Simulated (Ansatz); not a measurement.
What uniaxial strain ε_zz = +3.00 % does to Cs

Base system: Cs in the bcc (W type) structure (space group Im-3m, No. 229; a = 6.007 Å; relaxed with 0.1 eV smearing). Axes: x, y, z lie along the cube axes.

One thing is altered: uniaxial strain ε_zz = +3.00 %, all other strain components held at zero; the atoms relax in the strained cell.

Method: PBEsol in Ansatz (plane waves to 420 eV, PAW, no spin-orbit coupling). k-mesh 16×16×16 (Γ-centred); smearing 0.1 eV (Fermi–Dirac).

Volume per atom: 111.64 Å³ (base 108.39 Å³)
Space group: I4/mmm (No. 139) (base Im-3m (No. 229))
Energy relative to the base (free energy F): +0.6 meV/atom
Pressure (mean of the normal stresses, compression positive): -0.1 GPa (base 0.0 GPa)
Band gap: zero (base zero)
Stress (xx, yy, zz, yz, xz, xy; compression positive): (-0.1, -0.1, -0.1, 0.0, 0.0, 0.0) GPa

Final structure:

```yaml
crystal:
  lattice:
    - [-3.00358, 3.00358, 3.09369]
    - [3.00358, -3.00358, 3.09369]
    - [3.00358, 3.00358, -3.09369]
  atoms:
    - { symbol: Cs, position: [0.00000, 0.00000, 0.00000] }
```

No phonon test of stability was made. All final runs are without spin polarisation.

Ansatz is a program for electronic structure.
